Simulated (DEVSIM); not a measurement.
System: Pd/AlN/SiO2/n-Si capacitor, at 300 K.

Layer 1 from the left is AlN, thickness (nm) 4.60. Layer 2 from the left is SiO2, thickness (nm) 1.40. Layer 3 from the left is Si, thickness (nm) 1500, Nd (cm⁻³) 1.4e17.

Metal gate on the left, work function 5.2 eV. Fixed charge at the semiconductor interface 1.5e10 cm⁻² (in units of +e); no interface traps.

The device is made up for the run: typed textbook-type constants, with dimensions and the other settings drawn at random. Values at 300 K.

AlN: gap (eV) 6.1, affinity (eV) 1.9, permittivity 8.5. SiO2: gap (eV) 9, affinity (eV) 0.9, permittivity 3.9. Si: gap (eV) 1.124, affinity (eV) 4.05, permittivity 11.7, Nc (cm⁻³) 2.86e19, Nv (cm⁻³) 3.1e19.

**Question.** Estimate by hand the flat-band voltage, the threshold voltage, and compare with a numerical solution.

**Answer.** 
- Flat-band voltage: C = 0.984 μF/cm², work-function difference 1.012 V; VFB = φms − qNf/C = 1.01 V; numerical 1.01 V.
- Threshold voltage: φF = 0.423 V, depletion charge √(4εqNφF) = 1.98e-7 C/cm²; VT = VFB − 2φF − Qd/C = -0.04 V; numerical -0.04 V.

Model (solved in DEVSIM): 1D Poisson equation in equilibrium, Boltzmann statistics, complete ionisation; no quantum confinement or tunnelling. Metal contacts follow the ideal Schottky-Mott rule: no Fermi-level pinning, no interface dipoles.
